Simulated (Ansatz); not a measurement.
# Effective masses and thermopower of CaO under load (space group R-3m)

Input:

```
CELL_PARAMETERS angstrom
     -0.02326     2.38225     2.38225
      2.38225    -0.02326     2.38225
      2.38225     2.38225    -0.02326
ATOMIC_POSITIONS crystal
  Ca 0.00000 0.00000 0.00000
  O  0.50000 0.50000 0.50000
```

The numbers are results of r2SCAN, rigid bands (plane waves, PAW, scalar-relativistic; Ansatz, a first-principles code), not measurements. Condition of this run: biaxial stress in (111) of -2.2 GPa (compression positive) (the target of the relaxation). Geometry: cell and atoms relaxed with PBEsol, then loaded as said.

| Property | Value |
|---|---|
| band gap | 4.16 eV |
| electron conductivity mass (300 K, dilute) | 0.57 mₑ |
| hole conductivity mass (300 K, dilute) | 1.52 mₑ |
| effective density of states N_c (300 K) | 3.8e19 cm⁻³ |
| effective density of states N_v (300 K) | 6.5e19 cm⁻³ |
| density-of-states mass, electrons | 1.33 mₑ |
| density-of-states mass, holes | 1.88 mₑ |
| Seebeck coefficient, n-type 1e19 cm⁻³, 300 K | -334 μV/K |
| best n-type power factor at 300 K for τ = 10 fs (best axis; densities from 1e16 to 1e21 cm⁻³ tried, whether or not they can be reached) | 11.3 μW/(cm·K²) at 1e20 cm⁻³ |
| Seebeck coefficient, p-type 1e19 cm⁻³, 300 K | 431 μV/K |

Rigid bands; masses and Seebeck coefficients take one relaxation time τ for all states and one kind of carrier; polarons and phonon drag are left out. Spin-orbit coupling is left out; where it splits the top of the valence band, N_v and the p-type Seebeck coefficient come out somewhat high without it. Geometry: cell and atoms relaxed with PBEsol.
